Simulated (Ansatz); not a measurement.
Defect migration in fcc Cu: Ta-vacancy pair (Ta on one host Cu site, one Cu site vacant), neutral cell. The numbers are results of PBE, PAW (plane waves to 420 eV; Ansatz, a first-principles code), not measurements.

32-site cell at the relaxed PBE lattice, a 3×3×3 k-point mesh shifted by half a step, smearing 0.10 eV, spin-restricted, no finite-size correction. Static, classical nuclei. Spin-orbit coupling is left out. Forms of the defect that were not tried may lie lower. The start lies 0.11 eV above the lowest site run (PBE).

Barriers: single points on a 5×5×5 k-point mesh shifted by half a step at the bands' geometries.

Relaxed starting cell (atoms counted from 1):

```
CELL_PARAMETERS angstrom
      7.26000     0.00000     0.00000
      0.00000     7.26000     0.00000
      0.00000     0.00000     7.26000
ATOMIC_POSITIONS crystal
  Ta 0.99983 0.01702 0.01853
  Cu 0.99982 0.00604 0.49169
  Cu 0.99985 0.49037 0.00728
  Cu 0.99977 0.49669 0.49818
  Cu 0.49972 0.99880 0.00026
  Cu 0.49987 0.99989 0.50606
  Cu 0.49980 0.50456 0.00138
  Cu 0.49984 0.49985 0.50125
  Cu 0.99981 0.25433 0.74857
  Cu 0.99980 0.74709 0.25577
  Cu 0.99982 0.75233 0.75371
  Cu 0.49983 0.25341 0.25480
  Cu 0.49980 0.25179 0.74704
  Cu 0.49982 0.74545 0.25326
  Cu 0.49983 0.74947 0.75093
  Cu 0.25974 0.00088 0.25753
  Cu 0.24855 0.00125 0.74890
  Cu 0.24695 0.49646 0.25289
  Cu 0.24955 0.50058 0.74981
  Cu 0.73983 0.00083 0.25742
  Cu 0.75109 0.00123 0.74892
  Cu 0.75267 0.49647 0.25276
  Cu 0.75016 0.50057 0.74980
  Cu 0.25972 0.25596 0.00232
  Cu 0.24712 0.25143 0.49815
  Cu 0.24861 0.74748 0.00280
  Cu 0.24947 0.74833 0.50193
  Cu 0.73992 0.25597 0.00217
  Cu 0.75251 0.25139 0.49806
  Cu 0.75103 0.74748 0.00271
  Cu 0.75015 0.74835 0.50190
```

End state 1 differs by these moves (Å; atoms that move under 0.08 Å are left out):

| atom | element | Δx | Δy | Δz |
|---|---|---|---|---|
| 1 | Ta | -0.03 | -0.12 | -0.10 |
| 3 | Cu | -0.02 | 0.08 | -0.03 |
| 22 | Cu | 1.76 | -1.72 | 0.02 |

Question: What forward and backward barriers to end state 1 does PBE, PAW give?

Answer: forward 0.62 eV, backward 0.73 eV; at the saddle point atom 22 has neighbours Cu at 2.36, 2 Cu at 2.37, Cu at 2.38, Cu at 2.68, Cu at 2.78, Cu at 2.87, Cu at 2.90 Å. The saddle point's order was not checked.

End state 2 differs by these moves (Å; atoms that move under 0.08 Å are left out):

| atom | element | Δx | Δy | Δz |
|---|---|---|---|---|
| 1 | Ta | 0.00 | -0.12 | -0.12 |
| 2 | Cu | 0.00 | -0.04 | 0.07 |
| 3 | Cu | 0.00 | -1.68 | 1.78 |

Question: What forward and backward barriers to end state 2 does PBE, PAW give?

Answer: forward 0.64 eV, backward 0.58 eV; at the saddle point atom 3 has neighbours 2 Cu at 2.36, 2 Cu at 2.39, Cu at 2.74, Cu at 2.82, Cu at 2.85; Ta at 2.71 Å. The saddle point's order was not checked, and it lies on a symmetry element of the cell, where a band can be held.

End state 3 differs by these moves (Å; atoms that move under 0.08 Å are left out):

```tsv
atom	element	Δx	Δy	Δz
1	Ta	0.00	-0.12	-0.12
2	Cu	0.00	-0.04	0.08
3	Cu	0.00	0.08	-0.03
4	Cu	0.00	-1.72	-1.72
11	Cu	0.00	-0.07	-0.07
```

Question: What forward and backward barriers to end state 3 does PBE, PAW give?

Answer: forward 0.71 eV, backward 0.78 eV; at the saddle point atom 4 has neighbours 4 Cu at 2.36, 2 Cu at 2.76, 2 Cu at 2.77 Å. The saddle point's order was not checked, and it lies on a symmetry element of the cell, where a band can be held.
